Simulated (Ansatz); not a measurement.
A thermal frame of GaP(110) slab, cut from zinc-blende GaP, cell Ga24P24, with vacuum along z, from MD with PBE at 300 K. Level of theory: r2SCAN (plane waves, PAW; Ansatz, a program for electronic structure).

```
Quantity                                                   Result
-----------------  ----------------------------------------------
plane-wave cutoff                                          500 eV
k-points           2x2x1 mesh shifted by half a step in the plane
Fermi-Dirac width                                        0.050 eV
spin                        not polarised; no spin-orbit coupling
```

A check of the k-sampling: on the last frame of the same run a denser mesh moved the PBE forces by 0.013 eV/Å rms and the free energy by 14 meV/atom.

```yaml
crystal:
  lattice:
    - [7.80014, 0.00000, 0.00000]
    - [0.00000, 11.03106, 0.00000]
    - [0.00000, 0.00000, 21.75017]
  atoms:
    - { symbol: P, position: [0.99203, 0.13446, 0.37239] }
    - { symbol: P, position: [0.26131, 0.35304, 0.27029] }
    - { symbol: P, position: [0.73494, 0.35069, 0.27095] }
    - { symbol: P, position: [0.49723, 0.12021, 0.36295] }
    - { symbol: P, position: [0.48389, 0.13236, 0.54136] }
    - { symbol: P, position: [0.73940, 0.38706, 0.45439] }
    - { symbol: P, position: [0.23775, 0.36937, 0.45499] }
    - { symbol: P, position: [0.98448, 0.13224, 0.55540] }
    - { symbol: P, position: [0.00101, 0.11435, 0.74044] }
    - { symbol: P, position: [0.25001, 0.38360, 0.63764] }
    - { symbol: P, position: [0.74650, 0.38792, 0.63592] }
    - { symbol: P, position: [0.49940, 0.12197, 0.73164] }
    - { symbol: Ga, position: [0.99925, 0.44730, 0.29259] }
    - { symbol: Ga, position: [0.73733, 0.25273, 0.36864] }
    - { symbol: Ga, position: [0.24579, 0.25114, 0.36069] }
    - { symbol: Ga, position: [0.50861, 0.46406, 0.30143] }
    - { symbol: Ga, position: [0.49112, 0.50808, 0.45974] }
    - { symbol: Ga, position: [0.23370, 0.26296, 0.55010] }
    - { symbol: Ga, position: [0.73827, 0.26109, 0.54754] }
    - { symbol: Ga, position: [0.00347, 0.49776, 0.45550] }
    - { symbol: Ga, position: [0.00000, 0.50239, 0.64082] }
    - { symbol: Ga, position: [0.76464, 0.23663, 0.71254] }
    - { symbol: Ga, position: [0.23574, 0.21639, 0.70404] }
    - { symbol: Ga, position: [0.49179, 0.51466, 0.64536] }
    - { symbol: P, position: [0.01076, 0.61683, 0.36580] }
    - { symbol: P, position: [0.24446, 0.88330, 0.26700] }
    - { symbol: P, position: [0.76086, 0.86542, 0.26809] }
    - { symbol: P, position: [0.50402, 0.63994, 0.36594] }
    - { symbol: P, position: [0.50590, 0.63063, 0.54779] }
    - { symbol: P, position: [0.75034, 0.88031, 0.45593] }
    - { symbol: P, position: [0.23763, 0.88076, 0.45934] }
    - { symbol: P, position: [0.98994, 0.62476, 0.54617] }
    - { symbol: P, position: [0.98645, 0.61654, 0.73058] }
    - { symbol: P, position: [0.25852, 0.88398, 0.63040] }
    - { symbol: P, position: [0.74639, 0.88512, 0.63574] }
    - { symbol: P, position: [0.50643, 0.62367, 0.74245] }
    - { symbol: Ga, position: [0.99211, 0.97530, 0.30104] }
    - { symbol: Ga, position: [0.76613, 0.74426, 0.35931] }
    - { symbol: Ga, position: [0.25713, 0.75905, 0.36411] }
    - { symbol: Ga, position: [0.50798, 0.96269, 0.29392] }
    - { symbol: Ga, position: [0.48993, 0.99980, 0.45233] }
    - { symbol: Ga, position: [0.23965, 0.74479, 0.54286] }
    - { symbol: Ga, position: [0.74964, 0.76452, 0.54748] }
    - { symbol: Ga, position: [0.99293, 0.00792, 0.46597] }
    - { symbol: Ga, position: [0.99265, 0.99898, 0.64383] }
    - { symbol: Ga, position: [0.75727, 0.72482, 0.70592] }
    - { symbol: Ga, position: [0.26487, 0.73439, 0.70749] }
    - { symbol: Ga, position: [0.50363, 0.00960, 0.63456] }
```

Task: Give the forces on atoms 1, 6, 12, 13, 20, 24, 27, 31, 42, 48 (eV/Å).

Result: 
```csv
atom,Fx Fy Fz
P1,-0.001 -0.381 0.219
P6,0.239 -0.648 0.494
P12,0.164 0.207 -0.504
Ga13,-0.029 0.448 0.457
Ga20,-0.593 0.419 0.323
Ga24,0.506 0.022 -0.164
P27,-0.190 -0.231 -0.008
P31,0.259 -0.357 -0.678
Ga42,0.413 0.112 0.272
Ga48,-0.271 0.864 0.161
```
